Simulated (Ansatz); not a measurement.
For TaAl (model structure, Pm-3m, No. 221, 2 atoms in the cell), LDA (PAW; Ansatz, an electronic-structure program) gives:

lattice parameter a: 3.170 Å
bulk modulus: 170 GPa
cohesive energy: 6.70 eV/atom

### Question
What does PBE (plane waves, PAW; Ansatz) give for the same quantities?

### Answer

- lattice constant a: 3.225 Å (grows by 1.7 %)
- bulk modulus: 153 GPa (drops by 10 %)
- cohesive energy: 5.70 eV/atom (drops by 1.00 eV/atom)

Changes are worked out from the printed values.

Unless a cell is named, each level is at its own relaxed cell (LDA 15.92, PBE 16.77 Å³/atom).

Levels without +SOC leave out spin–orbit coupling, which shifts energies and cells of such heavy elements.

Caveats: the bulk modulus is −V dP/dV from two relaxed cells at ±2 % in volume (LDA, PBE). Ansatz's density-functional and Hartree–Fock values are scalar-relativistic unless marked +SOC, with PAW data made under PBE.

A model structure was made by putting elements into a prototype or built by hand; it is no filed structure, need not be a known phase, and can be a saddle point held by its symmetry.
